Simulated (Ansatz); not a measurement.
Ta2O5 (C2/m, No. 12, 7 atoms in the cell; start mp-1218141)

Calculation: r²SCAN+SOC (Ansatz, an electronic-structure program, PAW).

Settings: plane-wave cutoff 560 eV, 10×10×10 k mesh, Fermi–Dirac smearing 0.01 eV, PAW data made under PBE.

Cell (relaxed with PBE-D3(BJ)):

Ta₂O₅ is modelled in the monoclinic space group C2/m (No. 12), Pearson symbol mS14. Conventional cell: a = 13.0672 Å, b = 3.8500 Å, c = 3.8924 Å, α = γ = 90.00°, β = 90.31°. Ta on 4i has 5 O at 1.871–2.022 Å and 1 O at 2.215 Å. O1 on 4i is surrounded by 1 Ta at 1.871 Å and 1 Ta at 2.022 Å (linear). O2 on 4i is surrounded by 2 Ta at 1.995 Å and 1 Ta at 2.215 Å. O3 on 2c is surrounded by 2 Ta at 1.907 Å (linear). (Neighbours: up to the widest gap in distance over summed covalent radii, below 1.35, at either atom; cation-cation and far metal-metal contacts left out.)
(The calculation used a cell of 7 atoms; values per cell refer to that cell.)

```yaml
band_gap: 2.75 eV (indirect)
smallest_direct_gap_on_the_k_points_sampled: 3.52 eV
direct gap at Γ: 3.54 eV
```

Note: cell and atoms aren't relaxed at this level (largest force component 0.14 eV/Å, pressure -3.3 GPa).

It cost about 80 core-minutes (a rough figure) of CPU time.

A start named mp-… is a Materials Project structure, which need not be a measured phase.
